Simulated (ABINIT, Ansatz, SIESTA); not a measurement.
**TaN (Fm-3m, 2 atoms in the cell) computed with different codes at matched settings**

Self-consistent single point.

```xyz
2
Lattice="0.0000 2.1753 2.1753 2.1753 0.0000 2.1753 2.1753 2.1753 0.0000" Properties=species:S:1:pos:R:3 pbc="T T T"
Ta     2.1753     2.1753     2.1753
N      0.0000     0.0000     0.0000
```

Shared settings, as Ansatz (a quantum-chemistry and plane-wave program) writes them: kpoints.mp_grid.grid = 13 13 13; scf.occupations.method = gaussian; scf.occupations.width = 0.0147 Ry. Potentials and cutoffs stand in the table.

```
code                                                                                                                            model  pressure (GPa)       cutoff
------  -----------------------------------------------------------------------------------------------------------------------------  --------------  -----------
SIESTA  GGA PBEsol, numerical atomic orbitals DZP, PseudoDojo PBEsol standard norm-conserving potentials (rewritten from UPF to PSML)           11.63  grid 400 Ry
Ansatz                                                                                        PBEsol, default PAW files made with PBE            5.86      30.9 Ry
ABINIT                                                 PBEsol, norm-conserving pseudopotentials (PseudoDojo nc-sr-04 PBEsol standard)            5.83        42 Ha
```

On Ansatz's run: spin-orbit coupling is off. Spin polarisation is off.

The spread over the programs that give each value: pressure within 5.80 GPa.

SIESTA uses small atom-centred bases, whose incompleteness enters pressures, forces and empty levels differently from a plane-wave cutoff. Ansatz's pressure is given at a fixed set of plane waves, as the other plane-wave codes print theirs; with its correction for the finite basis it is 6.38 GPa (the shift of 0.52 GPa shows how far the cutoff is from converged). In the pressure, SIESTA (by 5.78) lies more than 1 GPa from the median of the plane-wave programs.

The starting cell comes from a database of computed structures (which also holds hypothetical and non-ambient phases and stackings), without a prior relaxation at this level. Its lattice was rescaled by a random factor within 2.5 % of one.

Left out of this page: GPAW, Elk and FLEUR (not drawn, or without a comparable value).

Keys are those of Ansatz 0.2.
